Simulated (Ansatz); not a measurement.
The reference is ZrN in the rock salt structure (space group Fm-3m, No. 225).

```yaml
crystal:
  lattice:
    - [0.00000, 2.27612, 2.27612]
    - [2.27612, 0.00000, 2.27612]
    - [2.27612, 2.27612, 0.00000]
  atoms:
    - { symbol: N, position: [0.00000, 0.00000, 0.00000] }
    - { symbol: Zr, position: [0.50000, 0.50000, 0.50000] }
```

Cartesian axes are those of the cell as printed.

Computed with PBEsol/PAW in Ansatz (an electronic-structure program), no spin-orbit coupling.

Before the change:

```
Property                         Result
-----------------------------  --------
Pressure                        0.0 GPa
Shortest interatomic distance  227.6 pm
```

Perturbation: the cell is stretched by 4.32 % along z with no lateral relaxation, atoms relaxed at fixed cell.

Problem. Predict the new energy relative to the base, pressure and shortest interatomic distance.

Solution. The energy goes up by 34 meV/atom; the pressure (mean of the normal stresses, compression positive) goes from zero to -9.4 GPa; the shortest interatomic distance remains 227.6 pm.

Without a gap, meshes like the base's 18×18×18 leave anisotropic stresses uncertain by several tenths of a GPa, and small strain energies with them. The cells carry an imposed strain or load. No phonon test of stability was made. The final runs are not spin-polarised. An odd electron count without spin: ZrN.
